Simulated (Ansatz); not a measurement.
A set of related cells and their density of states at the Fermi level.

Cell A: a sheet of composition Be, 1 atom, hexagonal cell of 2.13 Å (3.9 Å²), symmetry P6/mmm, 0.0 Å thick under 16 Å of vacuum, in-plane vectors relaxed; planes from bottom to top: Be; a model cell; spin state with PBE: run without spin, k-point mesh 36×36×1.
```yaml
crystal:
  lattice:
    - [2.13022, 0.00000, 0.00000]
    - [-1.06511, 1.84482, 0.00000]
    - [0.00000, 0.00000, 16.00000]
  atoms:
    - { symbol: Be, position: [0.00000, 0.00000, 0.50000] }
```

Cell B: a sheet of composition Be2, 2 atoms, hexagonal cell of 3.68 Å (11.7 Å²), symmetry P6/mmm, 0.0 Å thick under 16 Å of vacuum, in-plane vectors relaxed; planes from bottom to top: Be2, all atoms in one plane; a model cell; spin state with PBE: run without spin, k-point mesh 24×24×1.
```yaml
crystal:
  lattice:
    - [3.67556, 0.00000, 0.00000]
    - [-1.83778, 3.18313, 0.00000]
    - [0.00000, 0.00000, 16.00000]
  atoms:
    - { symbol: Be, position: [0.33333, 0.66667, 0.50000] }
    - { symbol: Be, position: [0.66667, 0.33333, 0.50000] }
```

Computed with Ansatz (plane waves, PAW), its PAW set soft_1, cutoff 420 eV, 500 eV for r2SCAN. The structures are at rest with PBE; other levels are single points on them. Neutral cells; Fermi-Dirac smearing of at most 0.10 eV in the solids, energies taken to zero width. The lattices are those relaxed with PBE, so at other levels the solids can be strained, which adds to the spread. A dispersion term ran beside these levels; it doesn't touch the electrons. Both spins, broadened by a Gaussian of 0.2 eV on the run's mesh.

Q: What does r2SCAN give for the density of states at the Fermi level of each cell (states/eV per atom)?

A: 
```
system  r2SCAN
------  ------
A         0.34
B         0.64
```

With r2SCAN the value of B exceeds that of A by 0.3 states/eV per atom.

Q: How do the other levels compare?

A: 
```tsv
cell	PBE
A	0.36
B	0.69
```

With PBE the value of B exceeds that of A by 0.33 states/eV per atom.

Ansatz is an electronic-structure program.
